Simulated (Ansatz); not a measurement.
Consider BeTe in the zinc blende structure (space group F-43m, No. 216; a = 5.664 Å).

The change: hydrostatic tension (pressure −1 GPa).

Calculations: PBE/PAW in Ansatz (a first-principles code), without spin-orbit coupling.

Base, band edges from the VBM (valence, conduction): X -2.58, 2.03; W -3.12, 5.30; L -1.10, 3.04; Γ 0.00, 3.64; K -2.17, 2.74; U -2.17, 2.74 eV.

Question: Give the band edges at the high-symmetry points of the new zone, measured from its valence-band maximum.

Answer: 
```json
[
 {"point": "Γ", "valence edge (eV)": "0.00", "conduction edge (eV)": "3.57"},
 {"point": "X", "valence edge (eV)": "-2.51", "conduction edge (eV)": "2.07"},
 {"point": "U", "valence edge (eV)": "-2.12", "conduction edge (eV)": "2.77"},
 {"point": "K", "valence edge (eV)": "-2.12", "conduction edge (eV)": "2.77"},
 {"point": "L", "valence edge (eV)": "-1.07", "conduction edge (eV)": "2.99"},
 {"point": "W", "valence edge (eV)": "-3.03", "conduction edge (eV)": "5.29"}
]
```

The gap is 2.07 eV, indirect, Γ → X.

With Te present, leaving out spin-orbit coupling can change the band edges. Load acts through the strain it causes; cell and atoms are relaxed under it. Whether these cells are dynamically stable was not tested.
